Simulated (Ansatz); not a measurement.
# Hypothetical Fm-3m WGe2, response to strain

Base system: WGe₂ (space group Fm-3m, No. 225; a = 6.081 Å; a hypothetical phase, not in the database extracts checked; relaxed with 0.1 eV smearing). Axes: x, y, z lie along the cube axes.

Strains are applied to the cell and any free atomic positions relax; under biaxial strain the out-of-plane vector relaxes too; under stress the whole cell relaxes.

Calculations: r2SCAN (Ansatz, a program for electronic structure), no spin-orbit coupling, earlier PAW set.

Notes on the quantities. energy relative to the base: free energy F; pressure: mean of the normal stresses, compression positive.

```json
[
 {"variant": "base", "energy relative to the base": "0 meV/atom", "shortest interatomic distance": "2.633 Å", "pressure": "0.0 GPa"},
 {"variant": "biaxial strain −4.06 %, plane normal [001], relaxed out of plane", "energy relative to the base": "-64 meV/atom", "shortest interatomic distance": "2.701 Å", "pressure": "-9.0 GPa"},
 {"variant": "biaxial strain −0.58 %, plane normal [001], relaxed out of plane", "energy relative to the base": "-0.6 meV/atom", "shortest interatomic distance": "2.637 Å", "pressure": "-0.6 GPa"},
 {"variant": "biaxial strain +0.80 %, plane normal [001], relaxed out of plane", "energy relative to the base": "-0.7 meV/atom", "shortest interatomic distance": "2.630 Å", "pressure": "0.4 GPa"},
 {"variant": "biaxial strain −1.23 %, plane normal [111], relaxed out of plane", "energy relative to the base": "-15 meV/atom", "shortest interatomic distance": "2.666 Å", "pressure": "-5.9 GPa"},
 {"variant": "isotropic strain −1.34 %", "energy relative to the base": "+13 meV/atom", "shortest interatomic distance": "2.598 Å", "pressure": "5.7 GPa"},
 {"variant": "isotropic strain −0.88 %", "energy relative to the base": "+5.4 meV/atom", "shortest interatomic distance": "2.610 Å", "pressure": "3.6 GPa"},
 {"variant": "uniaxial strain ε_xx = +0.49 %", "energy relative to the base": "+0.1 meV/atom", "shortest interatomic distance": "2.637 Å", "pressure": "-0.6 GPa"},
 {"variant": "uniaxial strain ε_xx = +0.83 %", "energy relative to the base": "+0.4 meV/atom", "shortest interatomic distance": "2.640 Å", "pressure": "-1.0 GPa"},
 {"variant": "uniaxial stress, 3 GPa tension along z", "energy relative to the base": "-0.366 eV/atom", "shortest interatomic distance": "2.581 Å", "pressure": "–"}
]
```

Beyond what the load breaks, stability against distortions was not tested. All final runs are without spin polarisation. Under biaxial strain −4.06 %, plane normal [001], relaxed out of plane, biaxial strain −0.58 %, plane normal [001], relaxed out of plane and biaxial strain +0.80 %, plane normal [001], relaxed out of plane and more the cell ends below the base's energy or with stress of the wrong sign: the atoms slid into a distortion or the cell is elastically unstable, so the base is not a stable minimum at this level. WGe2 has a high density of states at the Fermi level and may be magnetic at this level. Under uniaxial stress, 3 GPa tension along z the cell changed shape so far that it is another structure.
